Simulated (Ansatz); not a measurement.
Consider the following.

```
FeO
1.0
    0.00000     2.13296     2.13296
    2.06300     0.00000     2.13296
    2.06300     2.13296     0.00000
O Fe
1 1
Direct
  0.00000   0.00000   0.00000
  0.50000   0.50000   0.50000
```

Spin-polarised, with starting moments of sign O+ Fe+.

Level of theory: r2SCAN in Ansatz (plane waves to 500 eV, PAW, scalar-relativistic without spin-orbit coupling). k-mesh 23×23×23 (Γ-centred); smearing 0.1 eV (Fermi–Dirac).

Problem. Predict the space group and stress.

Solution. 
* **Space group**: I4/mmm (No. 139)
* **Stress (xx, yy, zz, yz, xz, xy; compression positive)**: (12.4, 5.8, 5.8, 0.0, 0.0, 0.0) GPa

The cells carry an imposed strain or load. Stability against distortions was not tested. No Hubbard U is applied and the magnetic state is the run's own (FeO ferromagnetic); other magnetic orders, which need larger cells, were not tried and can change the gap. The cell was made from FeO in the rock salt structure (space group Fm-3m, No. 225; ferromagnetic) by this change: uniaxial strain ε_xx = −3.28 %. In its common phase, real FeO is an antiferromagnetic insulator at low temperature.

Ansatz is a quantum-chemistry and plane-wave program.
